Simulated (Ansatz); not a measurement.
Base system: CsPbBr₃ in the cubic perovskite structure (space group Pm-3m, No. 221).

```yaml
crystal:
  lattice:
    - [5.87207, 0.00000, 0.00000]
    - [0.00000, 5.87207, 0.00000]
    - [0.00000, 0.00000, 5.87207]
  atoms:
    - { symbol: Cs, position: [0.00000, 0.00000, 0.00000] }
    - { symbol: Pb, position: [0.50000, 0.50000, 0.50000] }
    - { symbol: Br, position: [0.50000, 0.00000, 0.50000] }
    - { symbol: Br, position: [0.00000, 0.50000, 0.50000] }
    - { symbol: Br, position: [0.50000, 0.50000, 0.00000] }
```

Level of theory: PBEsol in Ansatz (plane waves to 420 eV, PAW, without spin-orbit coupling).

Base values:

| Item | Value |
|---|---|
| Hole mass | 0.13 mₑ (at R) |
| Electron mass | 0.077, 0.74, 0.74 mₑ (at R) |
| Band gap | 1.43 eV |
| Pressure | 0.0 kbar |

The change: the cell is scaled by 1.0300 in all directions; the atoms relax in the strained cell.

Question: Estimate the effect on the hole mass, electron mass, energy relative to the base, band gap and pressure.

Answer: The hole mass changes from 0.13 mₑ (at R) to 0.18 mₑ (at R); the electron mass (degenerate bands, along [100]) changes from 0.077, 0.74, 0.74 mₑ (at R) to 0.091, 0.84, 0.84 mₑ (at R); the energy goes up by 20 meV/atom; the band gap grows by 0.325 eV, from 1.43 eV to 1.76 eV; the pressure goes from zero to -15.4 kbar.

Spin-orbit coupling, missing from the scalar runs, can matter with Pb. Masses are band curvatures over ±0.01 Å⁻¹ around the edge. Whether these cells are dynamically stable was not tested. Many cubic perovskites are stable only at high temperature; tilts and polar distortions were not tested. This is not the structure that CsPbBr3 has at room temperature and ambient pressure.

Ansatz is a first-principles code.
